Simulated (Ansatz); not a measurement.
Several settings converged on CaAg2Ge2 (I4mm, 5 atoms in the cell)

```
CELL_PARAMETERS angstrom
     -2.14959     2.14959     5.42914
      2.14959    -2.14959     5.42914
      2.14959     2.14959    -5.42914
ATOMIC_POSITIONS crystal
  Ca 0.00460 0.00460 0.00000
  Ag 0.25000 0.75000 0.50000
  Ag 0.75000 0.25000 0.50000
  Ge 0.39031 0.39031 0.00000
  Ge 0.60969 0.60969 0.00000
```

Base method: LDA (PW92), default PAW files made with PBE (plane waves; Ansatz, a first-principles code).

Base settings: basis.ecutwfc = 420 eV; kpoints.mp_grid.grid = 8 8 8; hamiltonian.xc = lda; hamiltonian.pseudopotentials = {kind: paw} (the program's default PAW files); scf.occupations.method = gaussian; scf.occupations.width = 0.1 eV.

The count of work is k-points × plane waves × bands × iterations; it is no time. Core times come from one kind of shared machine, to one figure; runs under 30 s give none.

**Shifted k-point meshes**

In this ladder: kpoints.mp_grid.shift = 0.5 0.5 0.5.

Only quantities that move along the ladder and can be compared are tabulated.

```csv
kpoints.mp_grid.grid,free energy less the last step's (meV/atom),pressure (GPa),largest difference of a force vector from the last step's (eV/Å),count of work / last
2 2 2,-91.34,-5.14,0.622,0.0048
4 4 4,20.33,-3.88,0.155,0.018
6 6 6,1.28,-3.88,0.017,0.051
8 8 8,0.06,-3.98,0.007,0.10
10 10 10,0.08,-3.91,0.019,0.18
19 19 19,0.00,-3.92,0.000,1.0
```

Coarsest kpoints.mp_grid.grid that holds the forces within 0.02 eV/Å: not settled: the last two steps still differ by 0.019 eV/Å, over half the tolerance, so the ladder does not show it.

Coarsest kpoints.mp_grid.grid that holds the free energy within 5 meV/atom of the last step, with all finer ones: 6 6 6, at 0.051 of the last step's count of work; the step before is off by 20 meV/atom.

Coarsest kpoints.mp_grid.grid that holds the pressure within 1 GPa of the last step, with all finer ones: 4 4 4, at 0.018 of the last step's count of work; the step before is off by 1.2 GPa.

**The k-point mesh at a smearing width of 0.3 eV**

In this ladder: scf.occupations.width = 0.3 eV.

Only quantities that move along the ladder and can be compared are tabulated.

```csv
kpoints.mp_grid.grid,free energy less the last step's (meV/atom),pressure (GPa),largest difference of a force vector from the last step's (eV/Å),count of work / last
4 4 4,0.70,-4.04,0.075,0.028
5 5 5,4.76,-3.95,0.053,0.039
6 6 6,-0.33,-3.87,0.027,0.074
8 8 8,0.05,-3.88,0.005,0.15
12 12 12,-0.06,-3.87,0.001,0.40
17 17 17,0.00,-3.87,0.000,1.0
```

Coarsest kpoints.mp_grid.grid that holds the forces within 0.01 eV/Å of the last step, with all finer ones: 8 8 8, at 0.15 of the last step's count of work; the step before is off by 0.027 eV/Å.

Coarsest kpoints.mp_grid.grid that holds the pressure within 0.05 GPa of the last step, with all finer ones: 6 6 6, at 0.074 of the last step's count of work; the step before is off by 0.09 GPa.

Coarsest kpoints.mp_grid.grid that holds the free energy within 1 meV/atom of the last step, with all finer ones: 6 6 6, at 0.074 of the last step's count of work; the step before is off by 4.8 meV/atom.

**The mesh under tetrahedron occupations**

In this ladder: scf.occupations.method = tetrahedron; scf.occupations.width = default.

Only quantities that move along the ladder and can be compared are tabulated.

| kpoints.mp_grid.grid | free energy less the last step's (meV/atom) | largest difference of a force vector from the last step's (eV/Å) | count of work / last | core time / last (rough) |
|---|---|---|---|---|
| 5 5 5 | 5.43 | 0.064 | 0.029 | – |
| 6 6 6 | 0.82 | 0.054 | 0.047 | – |
| 7 7 7 | 0.72 | 0.039 | 0.062 | – |
| 11 11 11 | 0.14 | 0.008 | 0.20 | 0.2 |
| 16 16 16 | -0.03 | 0.001 | 0.54 | 0.5 |
| 20 20 20 | 0.00 | 0.000 | 1.0 | 1 |

Coarsest kpoints.mp_grid.grid that holds the free energy within 1 meV/atom of the last step, with all finer ones: 6 6 6, at 0.047 of the last step's count of work; the step before is off by 5.4 meV/atom.

Coarsest kpoints.mp_grid.grid that holds the forces within 0.005 eV/Å of the last step, with all finer ones: 16 16 16; the step before is off by 0.008 eV/Å.

On the base run: the starting cell comes from a database of computed structures (which also holds hypothetical and non-ambient phases and stackings), without a prior relaxation at this level. Its lattice was rescaled by up to half a per cent. One atom was moved a little off its site on purpose. In the base run, with a pressure of about -4 GPa the cell is away from its equilibrium volume at this level. Ansatz's pressure includes its estimate of the finite-basis (Pulay) stress.

Keys are those of Ansatz 0.2.
